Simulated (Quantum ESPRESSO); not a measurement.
Worked example: self-consistent single point of Zn3Ir (I4/mmm, 4 atoms in the cell) in Quantum ESPRESSO.

Level of theory: LDA (PZ), PSlibrary ultrasoft (LDA) pseudopotentials (plane waves; Quantum ESPRESSO).

```yaml
crystal:
  lattice:
    - [1.85258, -1.85258, 4.03130]
    - [1.85258, 1.85258, 4.03130]
    - [-1.85258, -1.85258, 4.03130]
  atoms:
    - { symbol: Zn, position: [0.50000, 0.25000, 0.75000] }
    - { symbol: Zn, position: [0.50000, 0.75000, 0.25000] }
    - { symbol: Zn, position: [0.00000, 0.50000, 0.50000] }
    - { symbol: Ir, position: [0.00000, 0.00000, 0.00000] }
```

Reference input (self-consistent single point, DFT, PBEsol, plane waves, PSlibrary ultrasoft (PBE) pseudopotentials): ecutwfc = 50 Ry; ecutrho = 500 Ry; occupations = smearing; smearing = gauss; degauss = 0.019992 Ry; input_dft = pbesol; potentials = {Zn: Zn.pbe-dn-rrkjus_psl.1.0.0.UPF, Ir: Ir.pbe-n-rrkjus_psl.1.0.0.UPF}; K_POINTS = automatic 8 8 8 0 0 0; conv_thr = 1e-10 Ry. This run's input differs from it in these lines:

```diff
@@ -19,3 +19,2 @@
   degauss = 0.019992
-  input_dft = 'pbesol'
 /
@@ -25,4 +24,4 @@
 ATOMIC_SPECIES
-Zn    65.3800  Zn.pbe-dn-rrkjus_psl.1.0.0.UPF
-Ir   192.2170  Ir.pbe-n-rrkjus_psl.1.0.0.UPF
+Zn    65.3800  Zn.pz-dn-rrkjus_psl.1.0.0.UPF
+Ir   192.2170  Ir.pz-n-rrkjus_psl.1.0.0.UPF
 ATOMIC_POSITIONS {crystal}
```

The program printed (abridged):

```
     Self-consistent Calculation

     iteration #  1     ecut=    50.00 Ry     beta= 0.70

     Threshold (ethr) on eigenvalues was too large:
     Diagonalizing with lowered threshold

     total energy              =    -498.38216741 Ry
     estimated scf accuracy    <       0.10269986 Ry

     iteration #  2     ecut=    50.00 Ry     beta= 0.70

     total energy              =    -498.33581394 Ry
     estimated scf accuracy    <       0.76725193 Ry

     iteration #  3     ecut=    50.00 Ry     beta= 0.70

     total energy              =    -498.44328950 Ry
     estimated scf accuracy    <       0.00105912 Ry

   [... 6 blocks of this kind left out ...]

     iteration # 10     ecut=    50.00 Ry     beta= 0.70

     total energy              =    -498.44427047 Ry
     estimated scf accuracy    <          3.5E-09 Ry

     iteration # 11     ecut=    50.00 Ry     beta= 0.70
     End of self-consistent calculation

     the Fermi energy is    13.3339 ev

!    total energy              =    -498.44427047 Ry
     estimated scf accuracy    <          5.7E-11 Ry
     smearing contrib. (-TS)   =      -0.00341602 Ry
     internal energy E=F+TS    =    -498.44085445 Ry

     convergence has been achieved in  11 iterations

     Forces acting on atoms (cartesian axes, Ry/au):

     atom    1 type  1   force =     0.00000000    0.00000000   -0.00000000
   [... zero for the other atoms too ...]

     Total force =     0.000000     Total SCF correction =     0.000000

          total   stress  (Ry/bohr**3)                   (kbar)     P=     -110.71
  -0.00076896   0.00000000   0.00000000         -113.12        0.00        0.00
   0.00000000  -0.00076896   0.00000000            0.00     -113.12        0.00
   0.00000000   0.00000000  -0.00071987            0.00        0.00     -105.90

   JOB DONE.
```

The run converged in 11 iterations. Against the reference run the pressure goes from -6.37 to -11.07 GPa.

The starting cell comes from a database of computed structures (which also holds hypothetical and non-ambient phases and stackings), without a prior relaxation at this level. Its lattice was rescaled by a random factor within 2.5 % of one. Spin polarisation is off. With a pressure of about -11 GPa the cell is away from its equilibrium volume at this level.

Cost on one core of a shared machine: roughly 3 min.
